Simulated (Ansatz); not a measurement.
SrVO3: response to strain

The parent structure is SrVO₃ in the cubic perovskite structure (space group Pm-3m, No. 221; a = 3.841 Å; ferromagnetic). Axes: x, y, z lie along the cube axes.

Strains are applied to the cell and any free atomic positions relax; under biaxial strain the out-of-plane vector relaxes too.

All numbers come from r2SCAN (Ansatz, an electronic-structure program; PAW; 500 eV plane waves; spin-orbit coupling left out).

Notes on the quantities. pressure: mean of the normal stresses, compression positive; energy relative to the base: free energy F.

```json
[
 {"change": "base", "space group": "Pm-3m (No. 221)", "pressure": "0.0 GPa", "energy relative to the base": "0 meV/atom", "volume per atom": "11.33 Å³"},
 {"change": "biaxial strain −2.53 %, plane normal [001], relaxed out of plane", "space group": "P4/mmm (No. 123)", "pressure": "6.8 GPa", "energy relative to the base": "[?]", "volume per atom": "11.01 Å³"},
 {"change": "uniaxial strain ε_yy = −4.40 %", "space group": "P4/mmm (No. 123)", "pressure": "10.4 GPa", "energy relative to the base": "[?]", "volume per atom": "10.83 Å³"},
 {"change": "uniaxial strain ε_zz = −5.39 %", "space group": "P4/mmm (No. 123)", "pressure": "13.3 GPa", "energy relative to the base": "+42 meV/atom", "volume per atom": "10.72 Å³"},
 {"change": "uniaxial strain ε_zz = +5.14 %", "space group": "P4/mmm (No. 123)", "pressure": "-8.2 GPa", "energy relative to the base": "+25 meV/atom", "volume per atom": "11.91 Å³"},
 {"change": "tensor shear ε_yz = +3.74 %", "space group": "Cmmm (No. 65)", "pressure": "0.6 GPa", "energy relative to the base": "+25 meV/atom", "volume per atom": "11.31 Å³"},
 {"change": "tensor shear ε_yz = −0.62 %", "space group": "Cmmm (No. 65)", "pressure": "0.0 GPa", "energy relative to the base": "[?]", "volume per atom": "11.33 Å³"},
 {"change": "tensor shear ε_xy = −1.73 %", "space group": "Cmmm (No. 65)", "pressure": "0.1 GPa", "energy relative to the base": "[?]", "volume per atom": "11.33 Å³"}
]
```

Question: Some entries are withheld; estimate them.

Answer: 
- biaxial strain −2.53 %, plane normal [001], relaxed out of plane, energy relative to the base: +17 meV/atom
- uniaxial strain ε_yy = −4.40 %, energy relative to the base: +27 meV/atom
- tensor shear ε_yz = −0.62 %, energy relative to the base: +0.7 meV/atom
- tensor shear ε_xy = −1.73 %, energy relative to the base: +5.4 meV/atom

The magnetic state is the one reached from the starting moments; the real material's order can differ, and small cells can't hold many antiferromagnetic ones. Without a gap, meshes like the base's 12×12×12 leave anisotropic stresses uncertain by several tenths of a GPa, and small strain energies with them. Whether these cells are dynamically stable was not tested. No Hubbard U is applied, and correlation can decide whether such a compound is a metal.
